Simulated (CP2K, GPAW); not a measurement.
A CP2K input for a self-consistent single point of Ba2HfS4 (I4/mmm, 7 atoms in the cell) (DFT PBEsol, GPW, DZVP-MOLOPT-SR-GTH basis, GTH-PBE potentials (GTH_POTENTIALS)):

```
&GLOBAL
  PROJECT run
  RUN_TYPE ENERGY_FORCE
  PRINT_LEVEL MEDIUM
&END GLOBAL
&FORCE_EVAL
  METHOD Quickstep
  STRESS_TENSOR ANALYTICAL
  &DFT
    BASIS_SET_FILE_NAME BASIS_MOLOPT
    POTENTIAL_FILE_NAME GTH_POTENTIALS
    &QS
      METHOD GPW
      EPS_DEFAULT 1E-10
    &END QS
    &MGRID
      CUTOFF 500
      REL_CUTOFF 50
      NGRIDS 5
    &END MGRID
    &SCF
      SCF_GUESS ATOMIC
      EPS_SCF 1E-7
      MAX_SCF 100
      ADDED_MOS 10
      &DIAGONALIZATION
        ALGORITHM STANDARD
      &END DIAGONALIZATION
      &MIXING
        METHOD BROYDEN_MIXING
        ALPHA 0.3
        NBUFFER 12
        BETA 1
      &END MIXING
    &END SCF
    &KPOINTS
      SCHEME MONKHORST-PACK 5 5 5
    &END KPOINTS
    &XC
      &XC_FUNCTIONAL
        &PBE
          PARAMETRIZATION PBESOL
        &END PBE
      &END XC_FUNCTIONAL
    &END XC
    &PRINT
      &MO
        EIGENVALUES T
        OCCUPATION_NUMBERS T
        NDIGITS 8
        FILENAME mo
        &EACH
          QS_SCF 0
        &END EACH
        ADD_LAST NUMERIC
      &END MO
      &MULLIKEN ON
      &END MULLIKEN
    &END PRINT
  &END DFT
  &SUBSYS
    &CELL
      A 8.55754000 0.00000000 0.00000000
      B 5.76746000 6.32201700 0.00000000
      C -7.16250000 -3.16100800 3.45515700
      PERIODIC XYZ
    &END CELL
    &COORD
      Ba       5.12548500     2.26201768     0.00000000
      Ba       9.19951500     4.05999932     0.00000000
      Hf       0.00000000     0.00000000     0.00000000
      S        0.69752000    -1.58050400     1.72757850
      S       -0.69752000     1.58050450     1.72757850
      S       12.01351800     5.30189634     0.00000000
      S        2.31148200     1.02012066     0.00000000
    &END COORD
    &KIND Ba
      BASIS_SET DZVP-MOLOPT-SR-GTH
      POTENTIAL GTH-PBE-q10
    &END KIND
    &KIND Hf
      BASIS_SET DZVP-MOLOPT-SR-GTH
      POTENTIAL GTH-PBE-q12
    &END KIND
    &KIND S
      BASIS_SET DZVP-MOLOPT-SR-GTH
      POTENTIAL GTH-PBE-q6
    &END KIND
  &END SUBSYS
  &PRINT
    &FORCES ON
    &END FORCES
    &STRESS_TENSOR ON
    &END STRESS_TENSOR
  &END PRINT
&END FORCE_EVAL
```

Write the same calculation as an input for GPAW.

This is the input that was run; spellings and numerical settings could be chosen otherwise.

```python
from ase import Atoms
from ase.units import GPa
from gpaw import GPAW, PW, FermiDirac

atoms = Atoms(['Ba', 'Ba', 'Hf', 'S', 'S', 'S', 'S'],
              cell=[[-2.443165, 2.443165, 7.829009],
                    [2.443165, -2.443165, 7.829009],
                    [2.443165, 2.443165, -7.829009]],
              scaled_positions=[[0.357800, 0.357800, 0.000000],
                                [0.642200, 0.642200, 0.000000],
                                [0.000000, 0.000000, 0.000000],
                                [0.500000, 0.000000, 0.500000],
                                [0.000000, 0.500000, 0.500000],
                                [0.838640, 0.838640, 0.000000],
                                [0.161360, 0.161360, 0.000000]],
              pbc=True)

calc = GPAW(mode=PW(550),
            xc='PBEsol',
            kpts=(5, 5, 5),
            occupations=FermiDirac(0.0),
            nbands=-4,
            convergence={'density': 1e-05, 'bands': -2},
            symmetry={'symmorphic': False, 'tolerance': 0.0005},
            maxiter=100,
            txt='-')

atoms.calc = calc

energy = atoms.get_potential_energy()
print('Energy (eV):', round(energy, 6))
forces = atoms.get_forces()
print('Forces (eV/Ang):')
print(forces.round(5))
stress = atoms.get_stress()
print('Stress (GPa, Voigt):', (stress / GPa).round(4))
```

Basis settings and potentials, where a program has them, do not carry over. This input uses DFT PBEsol, plane waves, GPAW PAW datasets PBEsol (made by gpaw-setup).

The starting cell comes from a database of computed structures (which also holds hypothetical and non-ambient phases and stackings), without a prior relaxation at this level. Its lattice was rescaled by a random factor within 2.5 % of one.
